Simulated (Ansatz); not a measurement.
The starting structures come from a database of crystals and need not be the phases stable at ambient conditions.

Tunnelling through a barrier is set by its complex band structure: the current falls as exp(−2κd) with the smallest κ.

Consider the following.

```xyz
16
Lattice="5.4258 0.0000 0.0000 0.0000 7.4898 0.0000 2.7129 0.0000 9.2772" Properties=species:S:1:pos:R:3 pbc="T T T"
Rb     3.4808     5.6173     3.3919
Rb     6.1937     1.8724     5.8853
V      4.8650     5.6173     7.3093
V      2.1521     1.8724     1.9679
Cu     2.0682     3.7449     0.0000
Cu     2.0682     0.0000     0.0000
Cu     4.8680     1.8724     1.9306
Cu     2.1551     5.6173     7.3466
S      0.8821     0.0782     1.9629
S      3.5950     7.4116     7.3143
S      0.8821     3.6667     1.9629
S      3.5950     3.8231     7.3143
S      6.1300     5.6173     9.1479
S      3.4171     1.8724     0.1293
S      6.1452     5.6173     5.5589
S      3.4323     1.8724     3.7183
```

The cell is taken as given; by r2SCAN it stands under a pressure of -1.4 GPa.

Transport runs along the normal of the first two printed cell vectors.

No gap correction and no spin-orbit coupling; mid-gap is the computed energy nearest the middle.

Problem. Predict the band gap and the smallest decay constant κ at mid-gap from r2SCAN in Ansatz (a quantum-chemistry and plane-wave program).

Solution. Gap 1.26 eV on a 6×4×6 mesh; κ = 0.400 1/Å, at (0.333, 0.000) of the in-plane reciprocal vectors. At the zone centre the slowest state has κ = 0.42 1/Å.
